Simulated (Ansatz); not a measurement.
Consider ZnO in the wurtzite structure (space group P6_3mc, No. 186; a = 3.235 Å, c = 5.211 Å). Axes: x lies along a and z along c of the hexagonal cell.

Level of theory: Ansatz (a first-principles code) r2SCAN, without spin-orbit coupling.

Strains are applied to the cell and any free atomic positions relax; under biaxial strain the out-of-plane vector relaxes too.

One change was made to it. Results:

```tsv
quantity	base	after
electron mass	0.19 mₑ (at Γ)	0.18 mₑ (at Γ)
valence-band top at Γ (three highest levels, from the VBM)	0.00, 0.00, -0.10 eV	0.00, 0.00, -0.08 eV
pressure (mean of the normal stresses, compression positive)	0.00 GPa	-4.96 GPa
width of the top valence band	1.83 eV	1.75 eV
band gap	1.24 eV	1.18 eV
```

Question: Name the change that was made.
(A) biaxial strain −2.17 %, plane normal [001], relaxed out of plane
(B) isotropic strain +1.20 %
(C) isotropic strain −0.28 %
(D) biaxial strain +3.58 %, plane normal [001], relaxed out of plane

Answer: B, isotropic strain +1.20 %. For comparison, the electron mass in the other runs: biaxial strain +3.58 %, plane normal [001], relaxed out of plane gives 0.20 mₑ out of plane, 0.18 mₑ in plane (at Γ); isotropic strain −0.28 % gives 0.19 mₑ (at Γ); biaxial strain −2.17 %, plane normal [001], relaxed out of plane gives 0.18 mₑ out of plane, 0.20 mₑ in plane (at Γ).

Effective masses come from finite differences of ±0.01 Å⁻¹. No phonon test of stability was made.
